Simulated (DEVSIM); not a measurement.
Device: Si p+/n-/n+ power diode, at 300 K.

| layer (left to right) | material | thickness (μm) | Nd (cm⁻³) | Na (cm⁻³) | τn (s) | τp (s) |
|---|---|---|---|---|---|---|
| 1 | Si | 1.80 | - | 5.4e18 | 7.4e-7 | 7.4e-7 |
| 2 | Si | 22.0 | 6e14 | - | 7.4e-7 | 7.4e-7 |
| 3 | Si | 6.00 | 2.4e17 | - | 7.4e-7 | 7.4e-7 |

Left contact: ohmic. Right contact: ohmic. Voltage is applied to the left contact. Recombination: SRH at mid-gap, radiative. Gap narrowing is on: ΔEg = 6.92 meV × (l + √(l² + 0.5)), l = ln(N/1.3e17 cm⁻³), shared equally by both band edges. Mobility is μmin + (μ − μmin)/(1 + (N/Nref)^α).

This is a model device: material constants are rounded textbook-type values typed into the input, and sizes, dopings and lifetimes were drawn at random. Values at 300 K.

```
parameter           Si
-------------  -------
gap (eV)         1.124
affinity (eV)     4.05
permittivity      11.7
Nc (cm⁻³)      2.86e19
Nv (cm⁻³)       3.1e19
μn (cm²/Vs)       1417
μp (cm²/Vs)        470
μn,min              52
μp,min              45
Nref,n          9.7e16
Nref,p          2.2e17
αn                0.68
αp                0.72
B (cm³/s)      4.7e-15
```

DEVSIM, 1D drift-diffusion, Boltzmann statistics, complete ionisation; no tunnelling, impact ionisation, image-force lowering or self-heating.

Task: Give the dark reverse current.

Result: 
```json
[
 {"V (V)": "-1.00", "J (A/cm²)": "-1.1e-7"},
 {"V (V)": "-2.50", "J (A/cm²)": "-2.0e-7"},
 {"V (V)": "-5.00", "J (A/cm²)": "-3.1e-7"},
 {"V (V)": "-7.50", "J (A/cm²)": "-4.0e-7"},
 {"V (V)": "-10.00", "J (A/cm²)": "-4.7e-7"},
 {"V (V)": "-15.00", "J (A/cm²)": "-5.9e-7"},
 {"V (V)": "-20.00", "J (A/cm²)": "-6.9e-7"},
 {"V (V)": "-25.00", "J (A/cm²)": "-7.8e-7"},
 {"V (V)": "-32.50", "J (A/cm²)": "-9.0e-7"},
 {"V (V)": "-40.00", "J (A/cm²)": "-1.0e-6"},
 {"V (V)": "-50.00", "J (A/cm²)": "-1.1e-6"}
]
```
